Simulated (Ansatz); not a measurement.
The reference is Si in the diamond structure (space group Fd-3m, No. 227).

```yaml
crystal:
  lattice:
    - [0.00000, 2.71688, 2.71688]
    - [2.71688, 0.00000, 2.71688]
    - [2.71688, 2.71688, 0.00000]
  atoms:
    - { symbol: Si, position: [0.00000, 0.00000, 0.00000] }
    - { symbol: Si, position: [0.25000, 0.25000, 0.25000] }
```

Cartesian axes are those of the cell as printed.

Calculations: PBEsol in Ansatz (plane waves to 420 eV, PAW, no SOC).

Before the change:

The band gap comes out as 0.47 eV.

The change: tensile biaxial strain of 0.42 % in the plane normal to [111], as in epitaxy on a mismatched substrate; the out-of-plane cell vector and the atoms relax.

### Question
What does the calculation give for the band gap, energy relative to the base, out-of-plane strain and in-plane stress after the change?

### Answer
The band gap drops by 0.03 eV (0.47 eV → 0.44 eV); the energy goes up by 0.5 meV/atom; the out-of-plane strain amounts to -0.20 %; the mean in-plane stress (compression positive) comes out as -0.9 GPa.

Whether these cells are dynamically stable was not tested.

Ansatz is an electronic-structure program.
